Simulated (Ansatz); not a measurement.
Worked example: self-consistent single point of Cu3N (Pm-3m, 4 atoms in the cell) in Ansatz (a first-principles code).

Level of theory: PBE (plane waves, PAW; Ansatz).

The change in words: lattice scaled by 0.98. Reference geometry:
```yaml
crystal:
  lattice:
    - [3.74986, 0.00000, 0.00000]
    - [0.00000, 3.74986, 0.00000]
    - [0.00000, 0.00000, 3.74986]
  atoms:
    - { symbol: Cu, position: [0.00000, 0.00000, 0.50000] }
    - { symbol: Cu, position: [0.50000, 0.00000, 0.00000] }
    - { symbol: Cu, position: [0.00000, 0.50000, 0.00000] }
    - { symbol: N, position: [0.00000, 0.00000, 0.00000] }
```

Reference input (self-consistent single point, DFT, PBE, plane waves, default PAW files): kpoints.mp_grid.grid = 6 6 6; hamiltonian.xc = pbe; hamiltonian.pseudopotentials = {kind: paw} (the program's default PAW files); scf.occupations.method = fermi_dirac; scf.occupations.width = 0.01 Ry. This run's input differs from it in these lines:

```diff
@@ -3,5 +3,5 @@
   lattice:
-    - [3.749860, 0.000000, 0.000000]
-    - [0.000000, 3.749860, 0.000000]
-    - [0.000000, 0.000000, 3.749860]
+    - [3.674863, 0.000000, 0.000000]
+    - [0.000000, 3.674863, 0.000000]
+    - [0.000000, 0.000000, 3.674863]
   atoms:
```

Output (repeated stretches shortened):

```
SCF iter   1: F=—  HF=-20258.002805 eV  |F-HF|=—  |Δ(HF+E_count)|=         —  Δρ=4.32e-3  dr2=5.35e-3  ethr=1.77e-3  ⟨swp⟩=5.7  Hψ=2636  notcnv=0  defer=3
all-band conjugate gradients solve this SCF's bands
preconditioner: auto → Kerker (q_TF=auto, 2.831 Å⁻¹)
SCF iter   2: F=—  HF=-20258.003116 eV  |F-HF|=—  |Δ(HF+E_count)|=   3.10e-4  Δρ=2.30e-3  dr2=1.33e-3  ethr=8.63e-6  ⟨swp⟩=2.0  Hψ=1302  notcnv=0  defer=3
   [... lines left out ...]
SCF iter   5: F=—  HF=-20258.002780 eV  |F-HF|=—  |Δ(HF+E_count)|=   1.60e-5  Δρ=1.81e-4  dr2=2.23e-5  ethr=1.65e-7  ⟨swp⟩=2.1  Hψ=1024  notcnv=0  defer=3
SCF iter   6: F=—  HF=-20258.002847 eV  |F-HF|=—  |Δ(HF+E_count)|=   6.71e-5  Δρ=5.02e-5  dr2=9.48e-7  ethr=3.60e-8  ⟨swp⟩=2.4  Hψ=1027  notcnv=0  defer=3
SCF iter   7: F=—  HF=-20258.002848 eV  |F-HF|=—  |Δ(HF+E_count)|=   8.08e-7  Δρ=3.22e-5  dr2=2.74e-7  ethr=1.53e-9  ⟨swp⟩=2.0  Hψ=1096  notcnv=0  defer=3
SCF iter   8: F=-20258.002848 eV  HF=-20258.002848 eV  |F-HF|=2.47e-9  |Δ(HF+E_count)|=   5.74e-8  Δρ=4.42e-6  dr2=7.97e-9  ethr=1.61e-10  ⟨swp⟩=6.8  Hψ=2923  notcnv=0
SCF 1 converged in 8 iterations: F = -20258.002848 eV  dr2 = 7.97e-9
Free energy (F): -20258.002848 eV
Internal energy: -20257.971450 eV  (E = F + TS)
E sigma→0 (E₀):  -20257.987149 eV
Entropy (-TS):   -0.031398 eV (-7.849 meV/atom)
Fermi energy:    13.165785 eV
--- Forces (eV/Å), atoms counted from 1 ---
  atom   1  Cu     0.00000000     0.00000000    -0.00000000
   [... zero for the other atoms too ...]
--- Stress (GPa, compression-positive) ---
       18.570969       0.000000       0.000000
        0.000000      18.570969       0.000000
        0.000000       0.000000      18.570969
  P = ⅓ Tr σ = 18.5710 GPa (185.710 kbar)
  The stress holds the Pulay correction. Without it, at fixed plane waves, as pw.x and ABINIT print it: P = 18.2983 GPa
```

The run converged in 8 iterations. Against the reference run the free energy rises by 63.2 meV/atom and the pressure goes from 8.08 to 18.57 GPa.

The starting cell comes from a database of computed structures (which also holds hypothetical and non-ambient phases and stackings), without a prior relaxation at this level. Its lattice was rescaled by a random factor within 2.5 % of one. For this run, on top of that: lattice scaled by 0.98. Spin polarisation is off. With a pressure of about 19 GPa the cell is away from its equilibrium volume at this level. Ansatz's pressure includes its estimate of the finite-basis (Pulay) stress. The run gives no clean gap (levels at the Fermi energy touch, overlap or are partly filled at this smearing), which alone does not show that the compound is a metal.

Keys are those of Ansatz 0.2.
